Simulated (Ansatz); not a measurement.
An Ansatz (a first-principles code) input (DFT with r2SCAN, PAW potentials and a 500 eV plane-wave cutoff in Ansatz, without spin-orbit coupling):

Ansatz 0.2 input:
```yaml
crystal:
  lattice:
    - [5.6114333106, 0, 0]
    - [0, 5.6114333106, 0]
    - [0, 0, 5.6114333106]
  atoms:
    - { symbol: As, position: [0.5, 0, 0.5] }
    - { symbol: P, position: [0, 0, 0] }
    - { symbol: As, position: [0.5, 0.5, 0] }
    - { symbol: As, position: [0, 0.5, 0.5] }
    - { symbol: Ga, position: [0.7543427347, 0.2456572653, 0.7543427347] }
    - { symbol: Ga, position: [0.2456572653, 0.2456572653, 0.2456572653] }
    - { symbol: Ga, position: [0.7543427347, 0.7543427347, 0.2456572653] }
    - { symbol: Ga, position: [0.2456572653, 0.7543427347, 0.7543427347] }
basis: { ecutwfc: 500, ecutrho_ratio: 4, xc_grid: 3, fft_grid_basis: typed }
kpoints: { mp_grid: { grid: [6, 6, 6] } }
hamiltonian:
  xc: r2scan
  dispersion: none
  pseudopotentials: { kind: paw }
scf: { occupations: { method: fermi_dirac, width: 0.05 }, convergence: { dr2_threshold: 0.0000000008 } }
output: { forces: true, stress: true }
checkpoint: { write: state.ck, write_every: 1000 }
```

Question: Which symmetry and how many k-points will the program report, and about how many plane waves at Γ?

Answer: Space group P-43m (ITA 215) with 24 operations, k-points 20 of 216, and 4457 plane waves at Γ.

Each cell is one ordered arrangement of few atoms, which overstates ordering effects compared with a random alloy. No phonon test of stability was made. The cell was made from GaP by this change: x(As) = 0.75, 8 atoms, P-43m.
